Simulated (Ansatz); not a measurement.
A self-consistent single point of Ti₃B₄ (Imm2, 7 atoms in the cell) with Ansatz (an electronic-structure program).

Level of theory: PBEsol, default PAW files made with PBE (plane waves; Ansatz).

```yaml
crystal:
  lattice:
    - [-1.51006, 1.62176, 6.82834]
    - [1.51006, -1.62176, 6.82834]
    - [1.51006, 1.62176, -6.82834]
  atoms:
    - { symbol: Ti, position: [0.18906, 0.68906, 0.50000] }
    - { symbol: Ti, position: [0.81460, 0.31460, 0.50000] }
    - { symbol: Ti, position: [0.00000, 0.00000, 0.00000] }
    - { symbol: B, position: [0.36822, 0.86822, 0.50000] }
    - { symbol: B, position: [0.63178, 0.13178, 0.50000] }
    - { symbol: B, position: [0.43567, 0.43567, 0.00000] }
    - { symbol: B, position: [0.56433, 0.56433, 0.00000] }
```

Reference input (self-consistent single point, DFT, PBEsol, plane waves, default PAW files made with PBE): basis.ecutwfc = 420 eV; kpoints.mp_grid.grid = 9 9 9; hamiltonian.xc = pbesol; hamiltonian.pseudopotentials = {kind: paw} (the program's default PAW files); scf.occupations.method = gaussian; scf.occupations.width = 0.1 eV. This run's input differs from it in these lines:

Ansatz 0.2 input:
```diff
@@ -17,3 +17,3 @@
 kpoints:
-  mp_grid: { grid: [9, 9, 9] }
+  mp_grid: { grid: [15, 15, 15] }
 hamiltonian:
@@ -22,3 +22,3 @@
 scf:
-  occupations: { method: gaussian, width: 0.1 }
+  occupations: { method: cold, width: 0.3 }
 output:
```

Output, abridged:

```
SCF iter   1: F=—  HF=-8039.335712 eV  |F-HF|=—  |Δ(HF+E_count)|=         —  Δρ=1.03e-2  dr2=2.51e-1  ethr=1.77e-3  ⟨swp⟩=4.6  Hψ=62095  notcnv=0
all-band conjugate gradients solve this SCF's bands
preconditioner: auto → Kerker (q_TF=auto, 2.582 Å⁻¹)
SCF iter   2: F=—  HF=-8039.314138 eV  |F-HF|=—  |Δ(HF+E_count)|=   2.16e-2  S|Δr|=    0.00e0  Δρ=5.44e-3  dr2=8.67e-2  ethr=5.23e-4  ⟨swp⟩=1.0  Hψ=19968  notcnv=0
   [... lines left out ...]
SCF iter   5: F=—  HF=-8039.303534 eV  |F-HF|=—  |Δ(HF+E_count)|=   4.05e-5  S|Δr|=    0.00e0  Δρ=5.69e-5  dr2=3.27e-6  ethr=1.20e-7  ⟨swp⟩=2.0  Hψ=20620  notcnv=0
SCF iter   6: F=—  HF=-8039.303533 eV  |F-HF|=—  |Δ(HF+E_count)|=   6.90e-7  S|Δr|=    0.00e0  Δρ=1.29e-5  dr2=1.75e-7  ethr=6.81e-9  ⟨swp⟩=2.2  Hψ=21498  notcnv=0
SCF iter   7: F=-8039.303533 eV  HF=-8039.303533 eV  |F-HF|=3.27e-9  |Δ(HF+E_count)|=   2.71e-8  S|Δr|=    0.00e0  Δρ=2.39e-6  dr2=5.04e-9  ethr=2.08e-10  ⟨swp⟩=9.2  Hψ=57944  notcnv=0
SCF 1 converged in 7 iterations: F = -8039.303533 eV  dr2 = 5.04e-9
Stability not checked (fill_not_monotonic)
Free energy (F): -8039.303533 eV
Internal energy: -8039.347090 eV  (E = F + TS)
E sigma→0 (E₀):  -8039.318052 eV
Entropy (-TS):   0.043557 eV (6.222 meV/atom)
Fermi energy:    14.378043 eV
--- Forces (eV/Å), atoms counted from 1 ---
  atom   1  Ti     0.00000000    -0.00000000    -0.85461521
  atom   2  Ti    -0.00000000     0.00000000     0.21061200
  atom   3  Ti    -0.00000000    -0.00000000     0.14250830
  atom   4  B     -0.00000000     0.00000000     0.01871880
   [... lines left out ...]
  atom   7  B      0.00000000    -0.00000000     0.26742961
--- Stress (GPa, compression-positive) ---
       -0.133135       0.000000       0.000000
        0.000000      -3.195070      -0.000000
        0.000000      -0.000000      -0.644050
  P = ⅓ Tr σ = -1.3241 GPa (-13.241 kbar)
  The stress holds the Pulay correction. Without it, at fixed plane waves, as pw.x and ABINIT print it: P = -1.4787 GPa
```

The run converged in 7 iterations. Against the reference run the free energy goes up by 4.3 meV/atom, the pressure moves little (-1.35 to -1.32 GPa) and the largest force moves little (0.863 to 0.855 eV/Å).

The starting cell comes from a database of computed structures (which also holds hypothetical and non-ambient phases and stackings), without a prior relaxation at this level. Its lattice was rescaled by up to half a per cent. One atom was moved a little off its site on purpose. Spin polarisation is off. Ansatz's pressure includes its estimate of the finite-basis (Pulay) stress.

Cost on one core of a shared machine: roughly 90 s.
